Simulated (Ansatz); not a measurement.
Start from AlFe in the CsCl type structure (space group Pm-3m, No. 221; ferromagnetic).

```yaml
crystal:
  lattice:
    - [2.84538, 0.00000, 0.00000]
    - [0.00000, 2.84538, 0.00000]
    - [0.00000, 0.00000, 2.84538]
  atoms:
    - { symbol: Al, position: [0.00000, 0.00000, 0.00000] }
    - { symbol: Fe, position: [0.50000, 0.50000, 0.50000] }
```

Method: PBEsol/PAW in Ansatz (an electronic-structure program), no SOC.

For the base:

```
Item                   Result
-------------------  --------
Lattice parameter a  284.5 pm
```

Now apply this change: full substitution Al → P; the structure is relaxed again.

Tabulated Pauling electronegativity and covalent radius: Al 1.61, 1.21 Å; P 2.19, 1.07 Å.

Task: How does this affect the lattice parameter a?

Result: The lattice parameter a decreases by 9.7 pm to 274.8 pm.

Other magnetic orders, which the real material may have, were not ruled out. No phonon test of stability was made. As relaxed here, FeP is a hypothetical phase, not in the database extracts checked.
